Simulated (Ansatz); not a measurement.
### Question
Name crystals whose band gap lies between 2.3 and 3.5 eV and whose electron conductivity mass lies between 1.38 and 2.2 mₑ, by PBEsol, rigid bands in Ansatz (a program for electronic structure).

### Answer
Many crystals can fit; among those computed here:
- LiNbO₃ (R3c): 3.50 eV, 1.64 mₑ
- Sr2WZnO6 (Fm-3m): 2.83 eV, 1.73 mₑ

Masses are for dilute carriers at 300 K, harmonic means over directions unless an axis is named. Spin-orbit coupling is left out.

Formula and space group known from diffraction (Crystallography Open Database), not checked to be the room-temperature form: Sr2WZnO6 (Fm-3m). The missing spin-orbit coupling matters most for Sr2WZnO6 (Fm-3m).
